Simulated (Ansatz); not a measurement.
CaO (model structure, F-43m, No. 216, 2 atoms in the cell), treated with PBE-D3(BJ) (PAW; Ansatz, an electronic-structure program).

Settings: plane-wave cutoff 520 eV, 12×12×12 k mesh, Fermi–Dirac smearing 0.01 eV, scalar-relativistic PAW data made under PBE.

Computed at the level's own relaxed cell.

```
CaO
1.0
    0.00000     2.59992     2.59992
    2.59992     0.00000     2.59992
    2.59992     2.59992     0.00000
Ca O
1 1
Direct
  0.00000   0.00000   0.00000
  0.25000   0.25000   0.25000
```

Q: List the 8 lowest band energies at Γ above −25 eV (eV, relative to the valence band maximum), grouping those that round alike.

A: At Γ: -18.06 (×3), -14.79, -0.63 (×3), 3.36.

Note: the relaxation could raise the start's symmetry but not lower it, so the cell can be a saddle point.

A model structure was made by putting elements into a prototype or built by hand; it is no filed structure, need not be a known phase, and can be a saddle point held by its symmetry.
